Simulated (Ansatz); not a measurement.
L1₂ (Cu3Au-type) Al3Sc was calculated with r²SCANh (plane waves, PAW; Ansatz, a program for electronic structure).

Run with plane-wave cutoff 520 eV, 8×8×8 k mesh, Fermi–Dirac smearing 0.05 eV, scalar-relativistic PAW data made under PBE.

Computed at the level's own relaxed cell.

**Question.** Predict the volume per atom, bulk modulus B0, lattice parameter a and pressure derivative B′ of the bulk modulus.

**Answer.** 
- volume per atom: 17.01 Å³/atom
- bulk modulus B0: 95.8 GPa
- lattice parameter a: 4.083 Å
- pressure derivative B′ of the bulk modulus: 4.0

Measured, for comparison: equilibrium volume per atom 17.27 Å³/atom, lattice constant a 4.103 Å (room temperature, not corrected to a static lattice; as tabulated in A Combined Experimental and First-Principles Based Assessment of …); bulk modulus 91.5 ± 1 GPa (298 K, not corrected to a static lattice, polycrystal; as tabulated in A Combined Experimental and First-Principles Based Assessment of …). Computed (rounded) less measured: equilibrium volume per atom -1.5 %, bulk modulus +5 %, lattice constant a -0.5 %. A static lattice is as a rule a little smaller and stiffer than an uncorrected measurement, which narrows the difference in the equilibrium volume per atom, bulk modulus, lattice constant a and would widen misses of the other sign.
